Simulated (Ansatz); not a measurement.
Base system: Ti in the hcp (Mg type) structure (space group P6_3/mmc, No. 194; a = 2.936 Å, c = 4.636 Å). Axes: x lies along a and z along c of the hexagonal cell.

All numbers come from r2SCAN (Ansatz, an electronic-structure program, PAW, without spin-orbit coupling).

Strains are applied to the cell and any free atomic positions relax; under biaxial strain the out-of-plane vector relaxes too.

One change was made to it. Results:

| quantity | base | after |
|---|---|---|
| shortest interatomic distance | 2.872 Å | 2.829 Å |
| pressure (mean of the normal stresses, compression positive) | 0.0 GPa | 5.7 GPa |
| band gap | zero | zero |

Problem. Which change produced these results?
A. biaxial strain −2.07 %, plane normal [001], relaxed out of plane
B. strain tensor (xx, yy, zz, yz, xz, xy) = (−0.95, −0.45, +0.19, +0.62, +0.64, +0.56) %
C. biaxial strain −3.64 %, plane normal [001], relaxed out of plane
D. isotropic strain +4.84 %

Solution. C, biaxial strain −3.64 %, plane normal [001], relaxed out of plane. For comparison, the pressure in the other runs: strain tensor (xx, yy, zz, yz, xz, xy) = (−0.95, −0.45, +0.19, +0.62, +0.64, +0.56) % gives 1.5 GPa; isotropic strain +4.84 % gives -12.9 GPa; biaxial strain −2.07 %, plane normal [001], relaxed out of plane gives 3.2 GPa.

Without a gap, meshes like the base's 18×18×10 leave anisotropic stresses uncertain by several tenths of a GPa, and small strain energies with them. Whether these cells are dynamically stable was not tested. All final runs are without spin polarisation.
